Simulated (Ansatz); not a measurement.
The reference is ZnS (space group R3m, No. 160; a = 3.7838 Å, c = 27.8997 Å (hexagonal axes)).

All numbers come from PBEsol (Ansatz, a quantum-chemistry and plane-wave program; PAW; 420 eV plane waves; without spin-orbit coupling).

Carriers are added at fixed cell with a uniform background; the Fermi–Dirac width is that of 300 K.

One change was made to it. Results:

The Fermi level relative to the doped band's edge (positive inside the band; to 0.05 eV) amounts to +1.50 eV; the gap between the host's bands shrinks by 0.11 eV, from 2.13 eV to 2.02 eV; the gap character stays direct at Γ.

### Question
Which of these changes matches the shifts?
(A) holes 1.0×10^22 cm⁻³
(B) holes 7.0×10^21 cm⁻³
(C) holes 3.0×10^21 cm⁻³
(D) electrons 7.0×10^21 cm⁻³
(E) electrons 2.0×10^21 cm⁻³

### Answer
D, electrons 7.0×10^21 cm⁻³. For comparison, the Fermi level from band edge in the other runs: electrons 2.0×10^21 cm⁻³ gives +1.20 eV; holes 7.0×10^21 cm⁻³ gives +0.55 eV; holes 3.0×10^21 cm⁻³ gives +0.35 eV; holes 1.0×10^22 cm⁻³ gives +0.70 eV.

Charged cell with a jellium background: band edges are those of the host's band count, energies are not comparable with the neutral cell, and many-body gap narrowing is missing. Whether these cells are dynamically stable was not tested. This is not the structure that ZnS has at room temperature and ambient pressure.
